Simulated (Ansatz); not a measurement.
Take Mo in the bcc (W type) structure (space group Im-3m, No. 229; a = 3.130 Å; relaxed with 0.1 eV smearing) as the base. Axes: x, y, z lie along the cube axes.

Calculations: Ansatz (a quantum-chemistry and plane-wave program), PBEsol, PAW, cutoff 420 eV, without spin-orbit coupling.

The change: compressive biaxial strain of 0.42 % in the plane normal to [111], as in epitaxy on a mismatched substrate; the out-of-plane cell vector and the atoms relax.

**Question.** Predict the new energy relative to the base.

**Answer.** The energy grows by 0.7 meV/atom.

**Question.** What happens to the out-of-plane strain?

**Answer.** The out-of-plane strain comes out as +0.43 %.

Stability against distortions was not tested. All final runs are without spin polarisation.
